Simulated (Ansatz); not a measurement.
**Lu: x(Ta) = 0.625, 8 atoms, C2**

Base system: Lu in the hcp (Mg type) structure (space group P6_3/mmc, No. 194; a = 3.4451 Å, c = 5.3488 Å).

The other end (x = 1) is Ta in the hcp (Mg type) structure (space group P6_3/mmc, No. 194; a model cell, its experimental status unchecked): 18.11 Å³/atom, gap zero; this end may not be an ambient phase.

Now apply this change: Ta replaces 62.5 % of the Lu, ordered in a cell of 8 atoms (starting symmetry C2) and fully relaxed.

Calculations: Ansatz (an electronic-structure program) PBEsol, no spin-orbit coupling. Γ-centred 10×10×7 mesh, Fermi–Dirac width 0.05 eV, for the changed cell.

The volume per atom falls by 6.22 Å³ (27.49 Å³ → 21.27 Å³) and the band gap remains zero. The mixing energy comes out as +0.10 eV/atom (to 0.01 eV only: unlike meshes or grids) (against an end that may be hypothetical) and the deviation of the volume from the linear (Vegard-type) interpolation comes out as -1.6 %.

Cost of the whole job for the changed cell (relaxation, final SCF and bands): around 50 core-minutes (rough).

Each cell is one ordered arrangement of few atoms, which overstates ordering effects compared with a random alloy. Stability against distortions was not tested. All final runs are without spin polarisation. Lu3Ta5 has a high density of states at the Fermi level and may be magnetic at this level. This is not the structure that Ta has at room temperature and ambient pressure.
